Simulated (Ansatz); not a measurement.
Results of r²SCAN+rVV10 in Ansatz (plane waves, PAW) for NaF (model structure, started from the CsCl type, Pm-3m, No. 221, 2 atoms in the cell).

Settings: plane-wave cutoff 560 eV, 12×12×12 k mesh, Fermi–Dirac smearing 0.01 eV, scalar-relativistic PAW data made under PBE.

Computed at the level's own relaxed cell.

```xyz
2
Lattice="2.7780 0.0000 0.0000 0.0000 2.7780 0.0000 0.0000 0.0000 2.7780" Properties=species:S:1:pos:R:3 pbc="T T T"
Na     0.0000     0.0000     0.0000
F      1.3890     1.3890     1.3890
```

List the 8 lowest band energies at Γ above −25 eV (eV, relative to the valence band maximum), grouping those that round alike.

At Γ: -21.06, -20.46 (×3), -0.35 (×3), 7.11.

Note: the relaxation could raise the start's symmetry but not lower it, so the cell can be a saddle point.

A model structure was made by putting elements into a prototype or built by hand; it is no filed structure, need not be a known phase, and can be a saddle point held by its symmetry.

Ansatz is a first-principles code.
